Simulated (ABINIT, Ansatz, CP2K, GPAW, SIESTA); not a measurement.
**Ba3P2 (Pm-3m, 5 atoms in the cell) computed with different codes at matched settings**

Self-consistent single point.

```xyz
5
Lattice="6.0493 0.0000 0.0000 0.0000 6.0493 0.0000 0.0000 0.0000 6.0493" Properties=species:S:1:pos:R:3 pbc="T T T"
Ba     0.0000     3.0246     3.0246
Ba     3.0246     0.0000     3.0246
Ba     3.0246     3.0246     0.0000
P      0.0000     0.0000     0.0000
P      3.0246     3.0246     3.0246
```

Shared settings, as Ansatz (a quantum-chemistry and plane-wave program) writes them: kpoints.mp_grid.grid = 3 3 3; scf.occupations.method = gaussian; scf.occupations.width = 0.0147 Ry. Potentials and cutoffs stand in the table.

| code | model | pressure (GPa) | cutoff |
|---|---|---|---|
| CP2K | LDA (Pade form), GPW, DZVP-MOLOPT-PBE-GTH basis, GTH-PBE potentials (POTENTIAL_UZH) | -1.19 | grid 500 Ry |
| ABINIT | LDA (PW92), norm-conserving pseudopotentials (PseudoDojo nc-sr-04 LDA standard) | -2.24 | 28 Ha |
| SIESTA | LDA PW92, numerical atomic orbitals DZP, PseudoDojo LDA standard norm-conserving potentials (rewritten from UPF to PSML) | 1.21 | grid 300 Ry |
| GPAW | LDA (Perdew-Wang 92), GPAW PAW datasets LDA (gpaw-data 1.0.1) | -1.87 | 600 eV |
| Ansatz | LDA (PW92), PAW files made with PBE | -2.21 | 30.9 Ry |

No clean gap comes from CP2K, ABINIT, SIESTA, GPAW and Ansatz: levels at the Fermi energy touch, overlap or are partly filled at this smearing.

The spread over the programs that give each value: pressure within 3.45 GPa.

CP2K and SIESTA use small atom-centred bases, whose incompleteness enters pressures, forces and empty levels differently from a plane-wave cutoff. Ansatz's pressure is given at a fixed set of plane waves, as the other plane-wave codes print theirs. In the pressure, CP2K (by 1.02) and SIESTA (by 3.42) lie more than 1 GPa from the median of the plane-wave programs.

The shared mesh is coarse (it stands for a supercell whose shortest vector is 18 Å), so the values are not converged in it.

The starting cell comes from a database of computed structures (which also holds hypothetical and non-ambient phases and stackings), without a prior relaxation at this level.

Left out of this page: Elk and FLEUR (not drawn, or without a comparable value).

Keys are those of Ansatz 0.2.
